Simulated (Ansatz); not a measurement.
The reference is ZrO2 (space group P4_2/nmc, No. 137; a = 3.621 Å, c = 5.284 Å).

Computed with PBE, PAW, 420 eV (Ansatz, an electronic-structure program; spin-orbit coupling left out), earlier PAW set.

One change was made to it. Results:

The gap character becomes indirect, M → Γ (base: indirect, k = (0.222, 0.222, 0) in the run's primitive reciprocal basis → Γ); the lattice parameter a falls by 0.125 Å to 3.496 Å; the smallest direct gap decreases by 0.06 eV (4.14 eV → 4.08 eV); the electron mass goes from 2.3 mₑ along c, 0.61 mₑ across (at Γ) to 1.9 mₑ along c, 0.54 mₑ across (at Γ); the band gap drops by 0.105 eV (4.04 eV → 3.94 eV).

**Question.** Name the change that was made.
(A) pressure 30 GPa
(B) pressure 15 GPa
(C) pressure 2.1 GPa

**Answer.** A, pressure 30 GPa. For comparison, the band gap in the other runs: pressure 15 GPa gives 4.05 eV; pressure 2.1 GPa gives 4.05 eV.

Load acts through the strain it causes; cell and atoms are relaxed under it. Effective masses come from finite differences of ±0.01 Å⁻¹. No phonon test of stability was made. No other phases were tried under pressure. This is not the structure that ZrO2 has at room temperature and ambient pressure.
